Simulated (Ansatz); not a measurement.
Response to strain in hypothetical P4_2/mnm AlN

The parent structure is AlN (space group P4_2/mnm, No. 136; a hypothetical phase, not in the database extracts checked).

```xyz
8
Lattice="5.3295 0.0000 0.0000 0.0000 5.3295 0.0000 0.0000 0.0000 3.1219" Properties=species:S:1:pos:R:3 pbc="T T T"
Al     4.3863     0.9432     1.5610
Al     0.9432     4.3863     1.5610
Al     1.7216     1.7216     0.0000
Al     3.6079     3.6079     0.0000
N      4.3458     4.3458     1.5610
N      0.9837     0.9837     1.5610
N      3.6485     1.6810     0.0000
N      1.6810     3.6485     0.0000
```

Cartesian axes are those of the cell as printed.

Strains are applied to the cell and any free atomic positions relax.

The values are results of PBE (Ansatz, a quantum-chemistry and plane-wave program; PAW; 420 eV plane waves; without spin-orbit coupling), not measurements.

Notes on the quantities. pressure: mean of the normal stresses, compression positive; energy relative to the base: free energy F.

```tsv
variant	pressure	energy relative to the base	gap character
base	0.01 GPa	0 meV/atom	indirect, M–Γ (86 % along) → Γ
isotropic strain −0.93 %	5.46 GPa	+5.1 meV/atom	indirect, M–Γ (86 % along) → Γ
isotropic strain +2.23 %	-10.68 GPa	+27 meV/atom	indirect, M–Γ (86 % along) → Γ
uniaxial strain ε_yy = −4.86 %	8.73 GPa	+21 meV/atom	direct at Γ
```

Stability against distortions was not tested. Labels are those of the standard path for the cell's own space group.
